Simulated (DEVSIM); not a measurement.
System: isotype n-n heterojunction InP/In0.53Ga0.47As, at 300 K.

| layer (left to right) | material | thickness (μm) | Nd (cm⁻³) | τn (s) | τp (s) |
|---|---|---|---|---|---|
| 1 | InP | 0.0600 | 1.3e17 | 9.7e-9 | 9.7e-9 |
| 2 | In0.53Ga0.47As | 0.670 | 8.1e16 | 9.7e-9 | 9.7e-9 |

Left contact: ohmic. Right contact: ohmic. Voltage is applied to the left contact. Recombination: SRH at mid-gap. Mobility is μmin + (μ − μmin)/(1 + (N/Nref)^α).

Constants are typed, rounded textbook-type inputs, not results; the design itself was drawn at random and stands for no fabricated device. Values at 300 K.

| parameter | InP | In0.53Ga0.47As |
|---|---|---|
| gap (eV) | 1.344 | 0.74 |
| affinity (eV) | 4.38 | 4.51 |
| permittivity | 12.5 | 13.9 |
| Nc (cm⁻³) | 5.7e17 | 2.1e17 |
| Nv (cm⁻³) | 1.1e19 | 7.7e18 |
| μn (cm²/Vs) | 5200 | 12000 |
| μp (cm²/Vs) | 170 | 300 |
| μn,min | 400 | 300 |
| μp,min | 10 | 10 |
| Nref,n | 3e17 | 1.3e17 |
| Nref,p | 4.9e17 | 4.9e17 |
| αn | 0.47 | 0.48 |
| αp | 0.62 | 0.4 |

Simulated with DEVSIM: 1D drift-diffusion, Boltzmann statistics, complete ionisation; no tunnelling, impact ionisation, image-force lowering or self-heating. Band offsets follow the typed affinities; no thermionic-emission limit at abrupt steps, no polarisation charge.

Question: Tabulate band edges, carrier densities and field at zero bias.

Answer: Energies count from the Fermi level of the right contact; mesh points crowd at the junctions.

```tsv
x (μm)	Ec (eV)	Ev (eV)	n (cm⁻³)	p (cm⁻³)	field (V/cm)
0.000	0.038	-1.306	1.3e17	< 1e2	1200
0.003529	0.039	-1.305	1.3e17	< 1e2	1200
0.009219	0.039	-1.305	1.2e17	< 1e2	1500
0.01840	0.041	-1.303	1.2e17	< 1e2	2900
0.03662	0.053	-1.291	7.5e16	< 1e2	11000
0.04769	0.071	-1.273	3.6e16	< 1e2	23000
0.05456	0.090	-1.254	1.7e16	< 1e2	34000
0.05990	0.111	-1.233	7.8e15	< 1e2	41000
0.06335	-0.008	-0.748	2.9e17	2100000	26000
0.06899	0.003	-0.737	1.8e17	3300000	16000
0.07948	0.015	-0.725	1.2e17	5000000	6900
0.1074	0.023	-0.717	8.6e16	6900000	1000
0.1470	0.025	-0.716	8.1e16	7400000	82
0.2164	0.025	-0.715	8.1e16	7400000	≈ 0
0.3878	0.025	-0.715	8.1e16	7400000	≈ 0
0.5334	0.025	-0.715	8.1e16	7400000	≈ 0
0.6201	0.025	-0.715	8.1e16	7400000	≈ 0
0.6695	0.025	-0.715	8.1e16	7400000	≈ 0
0.7045	0.025	-0.715	8.1e16	7400000	≈ 0
0.7176	0.025	-0.715	8.1e16	7400000	≈ 0
0.7246	0.025	-0.715	8.1e16	7400000	≈ 0
0.7300	0.025	-0.715	8.1e16	7400000	≈ 0
```
